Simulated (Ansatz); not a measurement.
Consider the following.

```
CELL_PARAMETERS angstrom
      0.00000     2.12733     2.40062
      2.12733     0.00000     2.40062
      2.12733     2.12733     0.00000
ATOMIC_POSITIONS crystal
  Al 0.00000 0.00000 0.00000
  N  0.25000 0.25000 0.25000
```

Computed with r2SCAN with spin-orbit coupling, rigid bands (plane waves, PAW; Ansatz, a first-principles code). Condition of this run: uniaxial stress along [001] of -22.5 GPa (compression positive) (the target of the relaxation). Cell: cell and atoms relaxed with PBEsol, then loaded as said.

### Question
Predict the electron conductivity mass (n e² τ/σ) at 300 K, by direction if it differs.

### Answer
0.39 mₑ.

### Question
What conductivity effective mass do dilute holes have at 300 K?

### Answer
0.75 (x), 0.75 (y), 2.7 (z) mₑ.

### Question
And the band gap?

### Answer
3.48 eV at this level; semilocal functionals usually fall short of the measured gap.

Rigid bands, one relaxation time for all states, no polarons. Geometry: cell and atoms relaxed with PBEsol.
